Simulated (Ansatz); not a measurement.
Band gap of antifluorite Be₂C at several levels of theory

No measured value is used here.

| level (code) | value (eV) | cell (Å³/atom) |
|---|---|---|
| PBE (Ansatz) | 1.17 (indirect) | 6.81 |
| PBE-D3(BJ) (Ansatz) | 1.19 | 6.51 |
| PBE0 (Ansatz) | 2.58 (indirect) | 6.81 |
| Hartree–Fock (Ansatz) | 7.83 (indirect) | 6.81 |
| G0W0@PBE0 (Ansatz) | (withheld) | 6.81 |

Question: What belongs in the gaps?

Answer: 
- G0W0@PBE0 (Ansatz, a quantum-chemistry and plane-wave program), value (eV): 2.55 (indirect)

Computed values are for a static lattice.  PBE-D3(BJ): the gap is read on the k mesh or supercell of the run alone and can be too large. G0W0@PBE0: GW on a hybrid start was not checked against another program. Values are at the measured cell; PBE-D3(BJ) at the level's own relaxed cell. Cutoffs and k meshes differ between the levels. Ansatz's density-functional and Hartree–Fock values are scalar-relativistic unless marked +SOC, with PAW data made under PBE.
